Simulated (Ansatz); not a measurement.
What tensor shear ε_xy = +0.86 % does to CuI

The parent structure is CuI in the zinc blende structure (space group F-43m, No. 216; a = 5.8619 Å). Axes: x, y, z lie along the cube axes.

It is then changed as follows: tensor shear ε_xy = +0.86 % (engineering shear γ = 0.0172), atoms relaxed at fixed cell.

Level of theory: Ansatz (a program for electronic structure) LDA, scalar-relativistic without spin-orbit coupling. Γ-centred 10×10×10 mesh, Fermi–Dirac width 0.05 eV.

The volume per atom is still 25.18 Å³ and the shortest interatomic distance hardly moves (2.538 Å against 2.537 Å). The energy goes up by 0.6 meV/atom and the pressure (mean of the normal stresses, compression positive) remains 0.00 GPa. The band gap drops by 0.02 eV (1.22 eV → 1.20 eV) and the gap character stays direct at Γ. The valence-band top at Γ (three highest levels, from the VBM) goes from 0.00, 0.00, 0.00 eV to 0.00, -0.02, -0.03 eV and the valley order (the lowest conduction-band minima on the path, energy above the VBM, named in the base's zone) changes from Γ 1.22 eV; L along ⟨111⟩ 2.12 eV; X along ⟨100⟩ 2.41 eV to Γ 1.20 eV; L along [1-11] 2.04 eV; L along [11-1] 2.16 eV; X along [001] 2.35 eV. The largest internal atomic displacement is 0.012 Å and the stress (xx, yy, zz, yz, xz, xy; compression positive) amounts to (0.00, 0.00, 0.00, 0.00, 0.00, -0.46) GPa.

Final structure:

```
CuI
1.0
    0.02521     2.93094     2.93094
    2.93094     0.02521     2.93094
    2.95615     2.95615     0.00000
Cu I
1 1
Direct
  0.00201   0.00201   0.99799
  0.24799   0.24799   0.25201
```

Spin-orbit coupling, missing from the scalar runs, can matter with I. The cells carry an imposed strain or load. No phonon test of stability was made. The final runs are not spin-polarised. k-point labels follow each cell's own Brillouin zone.
